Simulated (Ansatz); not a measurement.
B20 (FeSi-type) MnSi

Level of theory: rVV10 (Ansatz, a quantum-chemistry and plane-wave program, plane waves, PAW).

Numerical settings: plane-wave cutoff 520 eV, 12×12×12 k mesh, Fermi–Dirac smearing 0.05 eV, spin-polarised with parallel moments, scalar-relativistic PAW data made under PBE.

Cell (relaxed at this level):

```yaml
crystal:
  lattice:
    - [4.52802, 0.00000, 0.00000]
    - [0.00000, 4.52802, 0.00000]
    - [0.00000, 0.00000, 4.52802]
  atoms:
    - { symbol: Mn, position: [0.86322, 0.63678, 0.36322], spin: 1.2 }
    - { symbol: Mn, position: [0.36322, 0.86322, 0.63678], spin: 1.2 }
    - { symbol: Mn, position: [0.13678, 0.13678, 0.13678], spin: 1.2 }
    - { symbol: Mn, position: [0.63678, 0.36322, 0.86322], spin: 1.2 }
    - { symbol: Si, position: [0.15469, 0.34531, 0.65469] }
    - { symbol: Si, position: [0.65469, 0.15469, 0.34531] }
    - { symbol: Si, position: [0.84531, 0.84531, 0.84531] }
    - { symbol: Si, position: [0.34531, 0.65469, 0.15469] }
```

```yaml
bulk_modulus: 201 GPa
band_gap: zero (no gap)
magnetic moment (largest site, within a sphere): 0.96 μB
pressure derivative B′ of the bulk modulus: 4.2
```

Measured, for comparison: bulk modulus 167 GPa (room temperature, not corrected to a static lattice; as tabulated in Study of the compressibility of FeSi, MnSi, and CoS2 (JETP Letters), abstract). Computed (rounded) less measured: bulk modulus +20 %.

Note: the collinear magnetic order is the start's and need not be the measured one; the bulk modulus comes from volumes at which shape and atoms were relaxed.

Spins in the cell block are starting values.

Moments are spin moments.

Static lattice: no zero-point or thermal effects.

It cost very roughly 60 core-minutes of CPU time.
